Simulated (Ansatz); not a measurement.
The parent structure is ZnCu$_{2}$SnS$_{4}$ (space group I-4, No. 82).

```
CELL_PARAMETERS angstrom
     -2.70703     2.70703     5.41081
      2.70703    -2.70703     5.41081
      2.70703     2.70703    -5.41081
ATOMIC_POSITIONS crystal
  Cu 0.00000 0.00000 0.00000
  Cu 0.75000 0.25000 0.50000
  Zn 0.25000 0.75000 0.50000
  Sn 0.50000 0.50000 0.00000
  S  0.63521 0.62870 0.52216
  S  0.10654 0.11306 0.47784
  S  0.37130 0.89346 0.00652
  S  0.88694 0.36479 0.99348
```

Cartesian axes are those of the cell as printed.

Level of theory: r2SCAN (Ansatz, a program for electronic structure, PAW, no spin-orbit coupling).

Base values:

| Item | Value |
|---|---|
| Gap character | direct at Γ |
| Valence-band top at Γ | 0.00, -0.07, -0.07 eV |

Modification: tensor shear ε_xz = +0.15 % (engineering shear γ = 0.0030), atoms relaxed at fixed cell.

**Question.** Estimate the effect on the gap character, valence-band top at Γ and stress.

**Answer.** The gap character stays direct at Γ; the valence-band top at Γ (three highest levels, from the VBM) is still 0.00, -0.07, -0.07 eV; the stress (xx, yy, zz, yz, xz, xy; compression positive) amounts to (-0.01, -0.01, 0.00, 0.00, -0.14, 0.00) GPa.

The cells carry an imposed strain or load. No phonon test of stability was made. All final runs are without spin polarisation. k-point labels follow each cell's own Brillouin zone.
